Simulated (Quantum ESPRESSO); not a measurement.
**Equation of state of hcp Cd (space group 194): energy against volume (Quantum ESPRESSO, PBEsol)**

```yaml
crystal:
  lattice:
    - [2.89348, 0.00000, 0.00000]
    - [-1.44674, 2.50582, 0.00000]
    - [0.00000, 0.00000, 5.45682]
  atoms:
    - { symbol: Cd, position: [0.66667, 0.33333, 0.75000] }
    - { symbol: Cd, position: [0.33333, 0.66667, 0.25000] }
```

Method of the run: PBEsol, GBRV 1.5 ultrasoft (PBESOL) pseudopotentials (plane waves; Quantum ESPRESSO). Settings: ecutwfc = 52 Ry; ecutrho = 260 Ry; occupations = smearing; smearing = fd; degauss = 0.0036749 Ry; potentials = {Cd: cd_pbesol_v1.uspp.F.UPF}; K_POINTS = automatic 23 23 11 0 0 0; conv_thr = 1e-10 Ry. The cell above is the first row's. The rows scale it uniformly. In all rows fractional positions and the k mesh are held. E is the free energy at the stated smearing, counted from the lowest row.

| V (Å^3/atom) | E (meV/atom) |
|---|---|
| 19.782 | 18.89 |
| 20.213 | 8.22 |
| 20.643 | 2.14 |
| 21.073 | 0.00 |
| 21.503 | 1.32 |
| 21.933 | 5.63 |
| 22.363 | 12.49 |
| 22.793 | 21.55 |
| 23.223 | ? |

Taking the third-order Birch-Murnaghan form, a cubic in V^(-2/3) for E over the 8 complete rows: With u = V^(-2/3) - 0.130, the rows have u = 0.006716, 0.004766, 0.002888, 0.001074, -0.000680, -0.002375, -0.004017, -0.005606. Least squares gives E = 0.436 - 961.76·u + 524122·u² + 4217686·u³. Residuals (row less fit): -0.005, 0.006, 0.009, -0.013, -0.011, 0.010, 0.007, -0.006; standard error 0.012 (degrees of freedom: 4). Its minimum lies at u = 0.000908, so V0 = (0.130908)^(-3/2) = 21.11. There d²E/du² = 1071000 and d³E/du³ = 2.531e7, so B0 = (4/9) × 21.11^(-7/3) × 1071000 × 0.160218 = 61.9 GPa (the last factor turns the table's units into GPa), and B0' = 4 + (2/3) × 0.130908 × (2.531e7)/1071000 = 6.1. The program's pressures in the fitted runs (not shown) pass through zero at V = 20.69, 1.99 % from this V0.

Task: Estimate the missing E (V = 23.223); what did the run itself give?

Result: u = -0.007146, so E = 0.436 - 961.76 × (-0.007146) + 524122 × (-0.007146)² + 4217686 × (-0.007146)³ = 32.534 meV/atom. The calculation gives 32.47 meV/atom, 0.064 meV/atom below the prediction (0.2 % of the range of E in the table). The row lies outside the fitted rows, so this is an extrapolation. From the scatter of the fitted rows alone, a prediction at this place has a standard error of 0.030 meV/atom, so the miss is 2.2 times that.

Carrying the step between the two nearest rows on in a straight line would have given 30.61, off by 1.86; series whose last step already gives the withheld value aren't shown. The scan was laid around a cell of about the measured size, scaled by a guess for this functional; axis ratios and inner coordinates come from that cell. The runs keep the symmetry of the cell, so they don't test it for distortions. The shape of the cell and the inner coordinates aren't relaxed, so V0 and B0 belong to this uniform scaling; a relaxed crystal lies no higher in energy and is usually softer. Cutoffs and mesh are single choices, not tested for convergence of this quantity. Series with a scatter that would blur these digits, or in which a gap closes, are not shown. Nor are scans whose minimum lies at an end fitted in this form.
